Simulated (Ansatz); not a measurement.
BiSb (model structure, started from the NiAs type, P6₃/mmc, No. 194, 4 atoms in the cell): properties by level of theory

```csv
level (code),equilibrium lattice constant a (Å),c axis length (Å),cohesive energy (eV/atom)
PBE (Ansatz),4.432,7.825,2.52
PBEsol (Ansatz),4.325,7.798,2.92
PBE-D3(BJ) (Ansatz),4.314,7.848,2.99
r²SCAN (Ansatz),4.396,7.796,2.30
r²SCAN+rVV10 (Ansatz),4.354,7.804,2.57
```

Ansatz's density-functional and Hartree–Fock values are scalar-relativistic unless marked +SOC, with PAW data made under PBE.

Free atoms are spin-polarised, in the lowest state found; at levels without +SOC their spin–orbit coupling is left out.

Computed values are for the static lattice.

A model structure was made by putting elements into a prototype or built by hand; it is no filed structure, need not be a known phase, and can be a saddle point held by its symmetry.

Ansatz is a program for electronic structure.
